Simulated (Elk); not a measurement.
Band structure of KAuF3 (Pm-3m, 5 atoms in the cell).

```xyz
5
Lattice="4.4844 0.0000 0.0000 0.0000 4.4844 0.0000 0.0000 0.0000 4.4844" Properties=species:S:1:pos:R:3 pbc="T T T"
K      2.2422     2.2422     2.2422
Au     0.0000     0.0000     0.0000
F      2.2422     0.0000     0.0000
F      0.0000     2.2422     0.0000
F      0.0000     0.0000     2.2422
```

Method: LDA (PW92), all-electron FP-LAPW, Elk's shipped species files, default APW+lo basis (Elk 10.2.4).

Settings: swidth = 0.00367493 Ha; ngridk = 5 5 5; rmtscf = 0.83; maxscl = 100.

The starting cell comes from a database of computed structures (which also holds hypothetical and non-ambient phases and stackings), without a prior relaxation at this level. Spin-orbit coupling is off. Values depend on the basis (sphere radii, cutoffs, local orbitals), which need not be converged. The run gives no clean gap (levels at the Fermi energy touch, overlap or are partly filled at this smearing), which alone does not show that the compound is a metal.

Levels in eV from the Fermi level, bands 28 to 35:
```csv
point,28,29,30,31,32,33,34,35
Γ,-2.69,-2.69,-2.12,-2.12,0.71,6.33,6.81,6.81
X,-2.11,-1.66,-1.66,-0.89,3.45,5.09,7.48,8.49
M,-1.66,-1.61,-1.32,0.97,4.64,6.85,6.85,7.11
R,-1.29,-1.29,0.96,0.96,6.02,6.22,6.22,6.22
```

Bands cross the Fermi level along this path, so the cell is metallic at this level.
